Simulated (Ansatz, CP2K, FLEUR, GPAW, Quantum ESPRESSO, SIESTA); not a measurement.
One structure in several programs: Sr2SeS (R-3m, 4 atoms in the cell)

Self-consistent single point.

```
CELL_PARAMETERS angstrom
      2.17815     1.25756     7.12217
     -2.17815     1.25756     7.12217
      0.00000    -2.51512     7.12217
ATOMIC_POSITIONS crystal
  Sr 0.24718 0.24718 0.24718
  Sr 0.75282 0.75282 0.75282
  Se 0.00000 0.00000 0.00000
  S  0.50000 0.50000 0.50000
```

Shared settings, as Ansatz (a quantum-chemistry and plane-wave program) writes them: kpoints.mp_grid.grid = 6 6 6; scf.occupations.method = fixed. Potentials and cutoffs stand in the table.

```
code                                                                                                                                      model  pressure (GPa)  largest force (eV/Å)  gap on the mesh (eV)           cutoff
----------------  -----------------------------------------------------------------------------------------------------------------------------  --------------  --------------------  --------------------  ---------------
SIESTA            GGA PBEsol, numerical atomic orbitals DZP, PseudoDojo PBEsol standard norm-conserving potentials (rewritten from UPF to PSML)            0.68                 0.146                 2.685      grid 400 Ry
GPAW                                                                                      PBEsol, GPAW PAW datasets PBEsol (made by gpaw-setup)           -1.61                 0.004                 2.204           550 eV
Quantum ESPRESSO                                                                           PBEsol, SSSP 1.1.2 efficiency (PBE) pseudopotentials           -1.77                 0.002                 2.173            40 Ry
Ansatz                                                                                                          PBEsol, PAW files made with PBE           -1.79                 0.006                 2.180           420 eV
FLEUR                                                                           PBEsol, all-electron FLAPW (FLEUR), scalar-relativistic valence               –                     –                 2.238  Kmax 3.8 1/bohr
CP2K                                                                 PBEsol, GPW, DZVP-MOLOPT-SR-GTH basis, GTH-PBE potentials (GTH_POTENTIALS)           -1.13                 0.004                 2.610      grid 500 Ry
```

A dash marks a value that a program does not give, or that is left out as unsure.

Gaps are read on the mesh.

The spread over the programs that give each value: pressure within 2.47 GPa; largest force within 0.144 eV/Å; gap on the mesh within 0.512 eV.

SIESTA and CP2K use small atom-centred bases, whose incompleteness enters pressures, forces and empty levels differently from a plane-wave cutoff. FLEUR treats all electrons, but the usual bases taken here (sphere radii, linearisation, local orbitals, empty states) were not tested for convergence, so the values are no reference for the others. Ansatz's pressure is given at a fixed set of plane waves, as the other plane-wave codes print theirs. In the pressure, SIESTA (by 2.44) lies more than 1 GPa from the median of the plane-wave programs. In the gap, SIESTA (by 0.505) and CP2K (by 0.429) lie more than 0.12 eV from the median of the plane-wave programs. In the force vectors, SIESTA (by 0.142) lies more than 0.08 eV/Å from the median of the plane-wave programs.

The starting cell comes from a database of computed structures (which also holds hypothetical and non-ambient phases and stackings), without a prior relaxation at this level.

Keys are those of Ansatz 0.2.
